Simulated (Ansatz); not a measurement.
Effect of holes 3.0×10^21 cm⁻³ on InP

Consider InP in the zinc blende structure (space group F-43m, No. 216; a = 5.9598 Å).

Now apply this change: hole doping at 3.0×10^21 cm⁻³ (0.159 per cell), with a uniform compensating background at fixed cell and a 300 K Fermi–Dirac width.

Computed with DFT with PBE, PAW potentials and a 420 eV plane-wave cutoff in Ansatz (a quantum-chemistry and plane-wave program), spin-orbit coupling left out, earlier PAW set. k-mesh 22×22×22 (Γ-centred); smearing 0.0259 eV (Fermi–Dirac).

| quantity | base | changed | shift |
|---|---|---|---|
| gap between the host's bands | 0.44 eV | 0.50 eV | +0.06 eV |
| gap character | direct at Γ | direct at Γ | – |
| valley order (the lowest conduction-band minima on the path, energy above the VBM, named in the base's zone) | Γ 0.44 eV; L along ⟨111⟩ 1.38 eV; X along ⟨100⟩ 1.85 eV | Γ 0.50 eV; L along ⟨111⟩ 1.46 eV; X along ⟨100⟩ 1.99 eV | – |
| Fermi level relative to the doped band's edge (positive inside the band; to 0.05 eV) | – | +0.45 eV | – |

Final structure:

```yaml
crystal:
  lattice:
    - [0.00000, 2.97990, 2.97990]
    - [2.97990, 0.00000, 2.97990]
    - [2.97990, 2.97990, 0.00000]
  atoms:
    - { symbol: P, position: [0.75000, 0.75000, 0.75000] }
    - { symbol: In, position: [0.00000, 0.00000, 0.00000] }
```
Cell charge +0.158766.

Carriers are added with a uniform compensating background; total energy and stress of such cells depend on the potential's zero and are not compared; many-body gap narrowing is missing at this level. No phonon test of stability was made.
